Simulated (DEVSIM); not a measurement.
Device: Al/SiO2/p-Ge capacitor, at 300 K.

```
layer (left to right)  material  thickness (nm)  Na (cm⁻³)
---------------------  --------  --------------  ---------
1                          SiO2            10.0          -
2                            Ge             470     1.6e18
```

Metal gate on the left, work function 4.1 eV. Fixed charge at the semiconductor interface 7.9e11 cm⁻² (in units of +e); interface traps 6e11 cm⁻² eV⁻¹, uniform in energy, neutral level at 0.5 of the gap above the valence band.

This is a model device: material constants are rounded textbook-type values typed into the input, and sizes, dopings and lifetimes were drawn at random. Values at 300 K; Nc and Nv go as T^1.5, mobilities as T to minus their exponent, the gap by Varshni's rule with the affinity fixed.

| parameter | SiO2 | Ge |
|---|---|---|
| gap (eV) | 9 | 0.664 |
| affinity (eV) | 0.9 | 4 |
| permittivity | 3.9 | 16 |
| Nc (cm⁻³) | - | 1.04e19 |
| Nv (cm⁻³) | - | 6e18 |
| Varshni α (eV/K) | - | 0.000477 |
| Varshni β (K) | - | 235 |

DEVSIM, 1D Poisson equation in equilibrium, Boltzmann statistics, complete ionisation; no quantum confinement or tunnelling. Metal contacts follow the ideal Schottky-Mott rule: no Fermi-level pinning, no interface dipoles.

The temperature was swept, all else fixed.

| temperature (K) | flat-band voltage (V) | minimum of the low-frequency capacitance (μF/cm²) |
|---|---|---|
| 250 | -1.02 | 0.232 |
| 300 | -0.98 | 0.236 |
| 350 | -0.94 | 0.240 |
| 400 | -0.90 | 0.246 |
| 450 | -0.86 | 0.253 |
| 500 | -0.81 | 0.260 |

From the first row to the last the flat-band voltage goes from -1.02 to -0.81. From the first row to the last the minimum of the low-frequency capacitance goes from 0.232 to 0.260.
